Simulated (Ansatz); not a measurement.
CO on the 1x1 (111) surface of fcc Pd, one in a 2x2 cell: adsorption energies (eV for each) against CO(g) in Ansatz (plane waves, PAW). Structures relaxed with PBE; the other functionals are single points on them, with slab and gas at the same level. No dispersion, zero-point or thermal terms. Rows are starts at which the adsorbate stayed; left out, since it moved away, changed or didn't bind there, or the run didn't converge: bridge Pd-Pd (span 2.8 Å).

Set-up: 18 atoms, 6.8 Å thick at the start under the adsorbate (thin: gaps and levels are the slab's own); mesh 6x6x1; 0.1 eV smearing; dipole correction on; 8 atoms held, the rest relaxed; each run with such symmetry as its start has; no spin, no spin-orbit, no U, no dispersion correction.

| site | PBE | RPBE | r2SCAN |
|---|---|---|---|
| top Pd | -1.43 | -1.11 | [?] |
| hollow Pd-Pd-Pd over Pd at depth 2.3 Å | -1.99 | -1.59 | [?] |
| hollow Pd-Pd-Pd over Pd at depth 4.5 Å | -1.99 | -1.59 | [?] |

Q: Fill in the missing entries.

A: 
- top Pd, r2SCAN: -1.58
- hollow Pd-Pd-Pd over Pd at depth 2.3 Å, r2SCAN: -2.18
- hollow Pd-Pd-Pd over Pd at depth 4.5 Å, r2SCAN: -2.18

RPBE moves the energies by 0.37 eV on average against PBE and the two lowest sites lie within 0.02 eV at one of the levels. r2SCAN moves the energies by -0.18 eV on average against PBE and the two lowest sites lie within 0.02 eV at one of the levels.

Ansatz is a program for electronic structure.
